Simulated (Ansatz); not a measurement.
## Pressure series in NbTe2

Base system: NbTe2 (space group C2/m, No. 12; layered).

```
CELL_PARAMETERS angstrom
      7.38187    -1.83724     0.00000
      7.38187     1.83724     0.00000
     -3.32311     0.00000     8.84166
ATOMIC_POSITIONS crystal
  Nb 0.00000 0.00000 0.00000
  Nb 0.63792 0.63792 0.28928
  Nb 0.36208 0.36208 0.71072
  Te 0.64828 0.64828 0.01247
  Te 0.35172 0.35172 0.98753
  Te 0.29553 0.29553 0.38100
  Te 0.70447 0.70447 0.61900
  Te 0.99586 0.99586 0.69309
  Te 0.00414 0.00414 0.30691
```

Cell and atoms are relaxed at each pressure.

Level of theory: r2SCAN+rVV10 (Ansatz, an electronic-structure program, PAW, no spin-orbit coupling).

Notes on the quantities. enthalpy: H = E + PV relative to the base's energy.

| variant | enthalpy | volume per atom |
|---|---|---|
| base | – | 26.65 Å³ |
| pressure 0.3 GPa | +0.05 eV/atom | 26.44 Å³ |
| pressure 0.7 GPa | +0.12 eV/atom | 26.18 Å³ |
| pressure 1.5 GPa | +0.24 eV/atom | 25.73 Å³ |

Load acts through the strain it causes; cell and atoms are relaxed under it. Stability against distortions was not tested. The final runs are not spin-polarised. An odd electron count without spin: NbTe2.
